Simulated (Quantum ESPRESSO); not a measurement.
**Habitual settings against a tight run: SrIn2Pt (Cmcm, 8 atoms in the cell)**

Self-consistent single point.

```yaml
crystal:
  lattice:
    - [2.28734, -5.57242, 0.00000]
    - [2.28734, 5.57242, 0.00000]
    - [0.00000, 0.00000, 8.08464]
  atoms:
    - { symbol: Sr, position: [0.93838, 0.06162, 0.75000] }
    - { symbol: Sr, position: [0.06162, 0.93838, 0.25000] }
    - { symbol: In, position: [0.65272, 0.34728, 0.94584] }
    - { symbol: In, position: [0.34728, 0.65272, 0.05416] }
    - { symbol: In, position: [0.34728, 0.65272, 0.44584] }
    - { symbol: In, position: [0.65272, 0.34728, 0.55416] }
    - { symbol: Pt, position: [0.21968, 0.78032, 0.75000] }
    - { symbol: Pt, position: [0.78032, 0.21968, 0.25000] }
```

Level of theory: PBEsol, GBRV 1.5 ultrasoft (PBESOL) pseudopotentials (plane waves; Quantum ESPRESSO 7.5).

Base settings: ecutwfc = 40 Ry; ecutrho = 320 Ry; occupations = smearing; smearing = cold; degauss = 0.019992 Ry; K_POINTS = automatic 5 5 3 1 1 1; conv_thr = 1e-11 Ry; mixing_beta = 0.7.

Tight run (finer mesh or higher cutoff; not a proven limit): ecutwfc: 40 Ry → 56 Ry; ecutrho: 320 Ry → 448 Ry; conv_thr: 1e-11 Ry → 7.3e-11 Ry; K_POINTS: automatic 5 5 3 1 1 1 → automatic 7 7 5 1 1 1. It gave Fermi level (on the code's own zero) 11.06 eV; pressure -4.89 GPa; largest force (vector length) 0.183 eV/Å.

Quick runs, as changes from the base:
- A: the base itself
- B: ecutwfc: 40 Ry → 28 Ry; ecutrho: 320 Ry → 224 Ry; K_POINTS: automatic 5 5 3 1 1 1 → automatic 4 4 4 1 1 1
- C: K_POINTS: automatic 5 5 3 1 1 1 → automatic 4 4 4 1 1 1
- D: ecutwfc: 40 Ry → 20 Ry; ecutrho: 320 Ry → 160 Ry; smearing: cold → fd; pseudopotentials: {Sr: sr_pbesol_v1.uspp.F.UPF, In: in_pbesol_v1.4.uspp.F.UPF, Pt: pt_pbesol_v1.4.uspp.F.UPF} → {Sr: sr_lda_v1.uspp.F.UPF, In: in_lda_v1.4.uspp.F.UPF, Pt: pt_lda_v1.4.uspp.F.UPF}; K_POINTS: automatic 5 5 3 1 1 1 → automatic 4 4 4 1 1 1 [LDA (PZ)]
- E: ecutwfc: 40 Ry → 32 Ry; ecutrho: 320 Ry → 256 Ry; pseudopotentials: {Sr: sr_pbesol_v1.uspp.F.UPF, In: in_pbesol_v1.4.uspp.F.UPF, Pt: pt_pbesol_v1.4.uspp.F.UPF} → {Sr: sr_lda_v1.uspp.F.UPF, In: in_lda_v1.4.uspp.F.UPF, Pt: pt_lda_v1.4.uspp.F.UPF}; K_POINTS: automatic 5 5 3 1 1 1 → automatic 6 6 6 1 1 1 [LDA (PZ)]

Energies are extrapolated to zero smearing width, which holds to low order in the width alone (under cold and Methfessel-Paxton smearing the free energy itself is taken).

Dashes: energy of D, E, another energy zero.

† marks runs with another functional, U, potentials or spin treatment: their distance from the tight run is not a convergence error alone.

The count of work is k-points × plane waves × bands × iterations; it is no time. Core times come from one kind of shared machine and are given to one figure; runs under 30 s give none.

The starting cell comes from a database of computed structures (which also holds hypothetical and non-ambient phases and stackings), without a prior relaxation at this level. Its lattice was rescaled by a random factor within 2.5 % of one. Spin polarisation is off. In the base run, with a pressure of about -5 GPa the cell is away from its equilibrium volume at this level.

```
run  energy less tight (meV/atom)  pressure less tight (GPa)  largest miss in a force vector (eV/Å)  count of work / tight  core time / tight (rough)
---  ----------------------------  -------------------------  -------------------------------------  ---------------------  -------------------------
A                            29.1                      -0.54                                  0.019                   0.24                        0.3
B                           257.3                     -14.11                                  0.035                  0.095                        0.1
C                            34.4                      -0.51                                  0.033                   0.16                        0.3
D†                              –                    -213.50                                  0.132                  0.050                        0.1
E†                              –                      -3.44                                  0.098                   0.35                        0.5
```

Among the runs at the tight run's level, the energy misses run from 29.1 to 257.3 meV/atom.

Left out of this page: 1 run of the series outside the window shown, repeating another row's setting, or not comparable.
